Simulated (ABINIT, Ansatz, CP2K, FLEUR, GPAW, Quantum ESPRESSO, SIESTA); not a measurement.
## One structure in several programs: GaAu (Pnma, 8 atoms in the cell)

Self-consistent single point.

```
GaAu
1.0
    6.31989     0.00000     0.00000
    0.00000     3.67838     0.00000
    0.00000     0.00000     6.32138
Ga Au
4 4
Direct
  0.67939   0.25000   0.07584
  0.32061   0.75000   0.92416
  0.82061   0.75000   0.57584
  0.17939   0.25000   0.42416
  0.50487   0.25000   0.68765
  0.49513   0.75000   0.31235
  0.99513   0.75000   0.18765
  0.00487   0.25000   0.81235
```

All programs got the same cell, k-point mesh and kind of occupations (in Ansatz's words: kpoints.mp_grid.grid = 3 5 3; scf.occupations.method = gaussian; scf.occupations.width = 0.1 eV); potentials, basis and cutoffs are each program's usual ones.

| code | model | pressure (GPa) | largest force (eV/Å) | k-points | cutoff |
|---|---|---|---|---|---|
| CP2K | PBEsol, GPW, DZVP-MOLOPT-SR-GTH basis, GTH-PBE potentials (GTH_POTENTIALS) | -1.86 | 0.256 | 23 | grid 600 Ry |
| SIESTA | GGA PBEsol, numerical atomic orbitals DZP, PseudoDojo PBEsol standard norm-conserving potentials (rewritten from UPF to PSML) | -4.98 | 0.288 | 23 | grid 300 Ry |
| Quantum ESPRESSO | PBEsol, PseudoDojo standard norm-conserving (PBESOL) pseudopotentials | -4.79 | 0.084 | 12 | 80 Ry |
| FLEUR | PBEsol, all-electron FLAPW (FLEUR), scalar-relativistic valence | – | 0.085 | 12 | Kmax 4.3 1/bohr |
| Ansatz | PBEsol, PAW files made with PBE | -4.84 | 0.075 | 12 | default |
| GPAW | PBEsol, GPAW PAW datasets PBEsol (made by gpaw-setup) | -4.13 | 0.069 | 12 | 550 eV |
| ABINIT | PBEsol, norm-conserving pseudopotentials (PseudoDojo nc-sr-04 PBEsol standard) | -4.79 | 0.084 | 12 | 1088 eV |

Size of the force on each atom (eV/Å): Sizes of forces hide their directions.

| code | Ga1 | Ga2 | Ga3 | Ga4 | Au5 | Au6 | Au7 | Au8 |
|---|---|---|---|---|---|---|---|---|
| CP2K | 0.256 | 0.256 | 0.256 | 0.256 | 0.049 | 0.049 | 0.049 | 0.049 |
| SIESTA | 0.248 | 0.248 | 0.248 | 0.248 | 0.288 | 0.288 | 0.288 | 0.288 |
| Quantum ESPRESSO | 0.055 | 0.055 | 0.055 | 0.055 | 0.084 | 0.084 | 0.084 | 0.084 |
| FLEUR | 0.056 | 0.056 | 0.056 | 0.056 | 0.085 | 0.085 | 0.085 | 0.085 |
| Ansatz | 0.054 | 0.054 | 0.054 | 0.054 | 0.075 | 0.075 | 0.075 | 0.075 |
| GPAW | 0.048 | 0.048 | 0.048 | 0.048 | 0.069 | 0.069 | 0.069 | 0.069 |
| ABINIT | 0.055 | 0.055 | 0.055 | 0.055 | 0.084 | 0.084 | 0.084 | 0.084 |

A dash marks a value that a program does not give, or that is left out as unsure.

The spread over the programs that give each value: pressure within 3.12 GPa; largest force within 0.219 eV/Å.

The starting cell comes from a database of computed structures (which also holds hypothetical and non-ambient phases and stackings), without a prior relaxation at this level. Its lattice was rescaled by a random factor within 2.5 % of one. On Ansatz's run: Spin-orbit coupling is off. In the base run, with a pressure of about -5 GPa the cell is away from its equilibrium volume at this level. Without a gap this mesh is coarse (it stands for a supercell whose shortest vector is 18 Å).

### Question
Why do the programs differ, and what cannot be compared?

### Answer
Differences of this kind can come from the potentials, where these differ, and from what each basis and cutoff leave unconverged. The valence holds different numbers of electrons (CP2K 96, SIESTA 128, Quantum ESPRESSO 128, FLEUR 120, Ansatz (a program for electronic structure) 128, GPAW 56, ABINIT 128). The zero of total energies and Fermi levels follows the potentials and each program's conventions, so they are not compared here. CP2K and SIESTA use small atom-centred bases, whose incompleteness enters pressures, forces and empty levels differently from a plane-wave cutoff. FLEUR treats all electrons, but the usual bases taken here (sphere radii, linearisation, local orbitals, empty states) were not tested for convergence, so the values are no reference for the others. Ansatz's pressure is given at a fixed set of plane waves, as the other plane-wave codes print theirs; with its correction for the finite basis it is -4.80 GPa. The programs reduce the same mesh by symmetry to different extents, which changes the work and not the result. In the pressure, CP2K (by 2.93) lies more than 1 GPa from the median of the plane-wave programs. In the force vectors, CP2K (by 0.209) and SIESTA (by 0.232) lie more than 0.08 eV/Å from the median of the plane-wave programs.

The shared mesh is coarse (it stands for a supercell whose shortest vector is 18 Å), so the values are not converged in it.

Left out of this page: Elk (not drawn, or without a comparable value).

Keys are those of Ansatz 0.2.
